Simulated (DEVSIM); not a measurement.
System: W/SiO2/p-Si capacitor, at 250 K.

Layer 1 from the left is SiO2, thickness (nm) 14.0. Layer 2 from the left is Si, thickness (nm) 1100, Na (cm⁻³) 2.5e17.

Metal gate on the left, work function 4.6 eV. Fixed charge at the semiconductor interface 2.3e10 cm⁻² (in units of +e); no interface traps.

Constants are typed, rounded textbook-type inputs, not results; the design itself was drawn at random and stands for no fabricated device. Values at 300 K; Nc and Nv go as T^1.5, mobilities as T to minus their exponent, the gap by Varshni's rule with the affinity fixed.

SiO2: gap (eV) 9, affinity (eV) 0.9, permittivity 3.9. Si: gap (eV) 1.124, affinity (eV) 4.05, permittivity 11.7, Nc (cm⁻³) 2.86e19, Nv (cm⁻³) 3.1e19, Varshni α (eV/K) 0.000473, Varshni β (K) 636.

DEVSIM, 1D Poisson equation in equilibrium, Boltzmann statistics, complete ionisation; no quantum confinement or tunnelling. Metal contacts follow the ideal Schottky-Mott rule: no Fermi-level pinning, no interface dipoles.

What does the simulation give for the minimum of the low-frequency capacitance, the flat-band voltage?

minimum of the low-frequency capacitance 0.0973 μF/cm²; flat-band voltage -0.50 V.
